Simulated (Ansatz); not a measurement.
# Ansatz run on LuSi2Ru2 (I4/mmm, 5 atoms in the cell): self-consistent single point

Level of theory: PBEsol, default PAW files made with PBE (plane waves; Ansatz, a program for electronic structure).

Input:

Ansatz 0.2 input:
```yaml
crystal:
  lattice:
    - [-2.07213500, 2.07213500, 4.68908000]
    - [2.07213500, -2.07213500, 4.68908000]
    - [2.07213500, 2.07213500, -4.68908000]
  atoms:
    - { symbol: Lu, position: [0.00000000, 0.00000000, 0.00000000] }
    - { symbol: Si, position: [0.63063000, 0.63063000, 0.00000000] }
    - { symbol: Si, position: [0.36937000, 0.36937000, 0.00000000] }
    - { symbol: Ru, position: [0.25000000, 0.75000000, 0.50000000] }
    - { symbol: Ru, position: [0.75000000, 0.25000000, 0.50000000] }
basis:
  ecutwfc: 420.0
kpoints:
  mp_grid: { grid: [7, 7, 7] }
hamiltonian:
  xc: pbesol
  pseudopotentials: { kind: paw }
scf:
  occupations: { method: fermi_dirac, width: 0.1 }
output:
  forces: true
  eigenvalues: true
  stress: true
```

Output (repeated stretches shortened):

```
WARN ansatz: RAYON_NUM_THREADS=1 ignored (pool sized by the plan → 1); use --threads N
Pseudopotentials: kind: paw
Pseudopotential: Lu, paw, valence charge 25
Pseudopotential: Si, paw, valence charge 4
Pseudopotential: Ru, paw, valence charge 16
Crystal: 5 atoms, lattice volume = 80.535 Å³
Basis set: ecut = 420 eV, 1555 PW (Γ), exchange–correlation on 80×80×80 points (8 copies of the dense FFT grid, shifted against one another)
Bands: 39, of which v1, the nominal top of the filled ones, is band 33 counted from 1 (32 counted from 0)
Symmetry: 16 space group operations
Space group: I4/mmm (ITA 139), of the structure as read, at distance tolerance 4.3e-5 Å
k-points: 40 of 343
PAW frozen core: Lu, regenerated for the run's functional, and the local potential with it
PAW frozen core: Si, regenerated for the run's functional, and the local potential with it
PAW frozen core: Ru, regenerated for the run's functional, and the local potential with it
Initial density: superposition of atomic densities (neutral atoms: chi_scale 0, normalization atom), corrected by the library's trained network
Initial wavefunctions: pseudopotential atomic-orbital guess
Eigensolver: davidson
Functional: x = pbesol(κ = 0.804, μ = 0.12345679012345678), c = pbesol(β = 0.046)
SCF iter   1: F=—  HF=-27491.952419 eV  |F-HF|=—  |Δ(HF+E_count)|=         —  Δρ=6.73e-3  dr2=3.76e-2  ethr=1.77e-3  ⟨swp⟩=7.2  Hψ=7274  notcnv=0
all-band conjugate gradients solve this SCF's bands
preconditioner: auto → Kerker (q_TF=auto, 2.633 Å⁻¹)
SCF iter   2: F=—  HF=-27491.940290 eV  |F-HF|=—  |Δ(HF+E_count)|=   1.21e-2  Δρ=3.06e-3  dr2=8.48e-3  ethr=5.78e-5  ⟨swp⟩=2.2  Hψ=3114  notcnv=0
SCF iter   3: F=—  HF=-27491.938781 eV  |F-HF|=—  |Δ(HF+E_count)|=   1.51e-3  Δρ=8.17e-4  dr2=5.79e-4  ethr=1.30e-5  ⟨swp⟩=2.0  Hψ=2504  notcnv=0
SCF iter   4: F=—  HF=-27491.938737 eV  |F-HF|=—  |Δ(HF+E_count)|=   4.41e-5  Δρ=4.73e-4  dr2=2.51e-4  ethr=8.91e-7  ⟨swp⟩=3.2  Hψ=3427  notcnv=0
SCF iter   5: F=—  HF=-27491.938597 eV  |F-HF|=—  |Δ(HF+E_count)|=   1.40e-4  Δρ=2.21e-4  dr2=5.11e-5  ethr=3.86e-7  ⟨swp⟩=3.0  Hψ=2979  notcnv=0
SCF iter   6: F=—  HF=-27491.938579 eV  |F-HF|=—  |Δ(HF+E_count)|=   1.72e-5  Δρ=8.11e-5  dr2=5.72e-6  ethr=7.86e-8  ⟨swp⟩=2.0  Hψ=2723  notcnv=0
SCF iter   7: F=—  HF=-27491.938579 eV  |F-HF|=—  |Δ(HF+E_count)|=   8.04e-7  Δρ=1.85e-5  dr2=2.64e-7  ethr=8.80e-9  ⟨swp⟩=2.0  Hψ=2824  notcnv=0
SCF iter   8: F=-27491.938578 eV  HF=-27491.938578 eV  |F-HF|=9.99e-9  |Δ(HF+E_count)|=   5.72e-8  Δρ=5.59e-6  dr2=2.07e-8  ethr=1.54e-10  ⟨swp⟩=9.2  Hψ=9979  notcnv=0
SCF 1 converged in 8 iterations: F = -27491.938578 eV  dr2 = 2.07e-8
SCF converged after 8 iterations
Free energy (F): -27491.938578 eV
Harris-Foulkes:  -27491.938578 eV  (|F-HF|=9.99e-9)
Internal energy: -27491.867867 eV  (E = F + TS)
E sigma→0 (E₀):  -27491.903223 eV
Entropy (-TS):   -0.070712 eV (-14.142 meV/atom)
Fermi energy:    16.140511 eV
--- Per-component energies (eV) ---
  E_band       = -176.222824
  E_kinetic    = 1540.227917
  E_local      = -10390.370033  (includes V_loc(G=0)·N_el)
  E_nonlocal   = 1324.403618
  E_hartree    = 4143.042747
  E_xc         = -710.034046
  E_vxc        = -835.365070  (∫ρ·V_xc dr)
  E_paw        = -15053.006703  (= ΣΔE_a)
  E_vpaw       = -101.209659  (= ΣTr[D̂ρ^β])
  E_aug_tail   = -0.000331  (compensation charges beyond the density's cutoff)
  E_ewald      = -8347.892918
  E_core_change = 1.761881  (= ΣΔE_core)
  E_smearing   = -0.070712  (= −TS)
  E_closure    = 0.000000  (closes the sum)
  Σ components = -27491.938578   (vs F -27491.938578, Δ=0.00e0)
--- Forces (eV/Å), atoms counted from 1 ---
  atom   1  Lu     0.00000000     0.00000000    -0.00000000
  atom   2  Si    -0.00000000     0.00000000    -0.05997280
  atom   3  Si    -0.00000000     0.00000000     0.05997280
  atom   4  Ru     0.00000000    -0.00000000     0.00000000
  atom   5  Ru     0.00000000    -0.00000000     0.00000000
  max |Σ_I F_I| component: 1.39e-17 eV/Å
--- Stress (GPa, compression-positive) ---
       -2.798357       0.000000       0.000000
        0.000000      -2.798357      -0.000000
        0.000000      -0.000000      -1.142956
  P = ⅓ Tr σ = -2.2466 GPa (-22.466 kbar)
  The stress holds the Pulay correction. Without it, at fixed plane waves, as pw.x and ABINIT print it: P = -2.2971 GPa
--- Band table (eV; the first three rows and the last of 40) ---
  k-point 0: bands = ["-55.8798", "-55.8382", "-39.8282", "-26.1138", "-26.1138", "-25.8843", "-25.8843", "-25.8751", "-25.8193", "-10.5330", "-10.5330", "-10.4295", "5.5008", "8.7348", "10.3958", "11.3195", "11.3195", "11.3865", "11.4007", [...]
  k-point 1: bands = ["-55.8759", "-55.8421", "-39.8280", "-26.1203", "-26.0667", "-25.9346", "-25.8799", "-25.8695", "-25.8244", "-10.5415", "-10.5395", "-10.4288", "5.8484", "8.8985", "10.6866", "11.2532", "11.3451", "11.3884", "11.4022", [...]
  k-point 2: bands = ["-55.8670", "-55.8508", "-39.8275", "-26.1349", "-26.0464", "-25.9599", "-25.8698", "-25.8568", "-25.8357", "-10.5591", "-10.5540", "-10.4275", "6.6441", "9.2429", "10.4831", "11.3649", "11.3679", "11.3923", "11.3938", [...]
  k-point 39: bands = ["-55.8777", "-55.8403", "-39.8283", "-26.1038", "-26.1027", "-25.8969", "-25.8957", "-25.8715", "-25.8213", "-10.5397", "-10.5303", "-10.4394", "6.8201", "7.3456", "10.5021", "11.3468", "11.3513", "11.3618", "11.3918", [...]
```

The run converged in 8 iterations.

The starting cell comes from a database of computed structures (which also holds hypothetical and non-ambient phases and stackings), without a prior relaxation at this level. Spin-orbit coupling is off. Spin polarisation is off. Ansatz's pressure includes its estimate of the finite-basis (Pulay) stress.
